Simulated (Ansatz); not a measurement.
The starting structures come from a database of crystals and need not be the phases stable at ambient conditions.

By PBEsol, the system below comes out a metal.

The ballistic (Sharvin) conductance counts the channels at the Fermi level: G/A = (e²/h) × channels of both spins per area.

Data:

```
CELL_PARAMETERS angstrom
      5.90314     0.00000     0.00000
     -2.95157     5.11227     0.00000
      2.95157     1.70409     4.81989
ATOMIC_POSITIONS crystal
  Mg 0.75000 0.37500 0.87500
  Mg 0.25000 0.37500 0.37500
  Mg 0.75000 0.37500 0.37500
  Mg 0.25000 0.87500 0.37500
  Sn 0.00000 0.00000 0.00000
  Sn 0.50000 0.75000 0.75000
```

Space group of this cell: Fd-3m, cubic Laves (MgCu2 type). The cell is taken as given; by PBEsol its mean pressure is -1.5 GPa.

The current flows along the normal of the first two printed cell vectors, the (111) plane of the conventional cell. No spin-orbit coupling; the value is a mean over 0.1 eV about the Fermi level.

Predict the ballistic conductance per area from PBEsol (Ansatz, a quantum-chemistry and plane-wave program).

0.76 × 10¹⁵ S/m² for both spins.
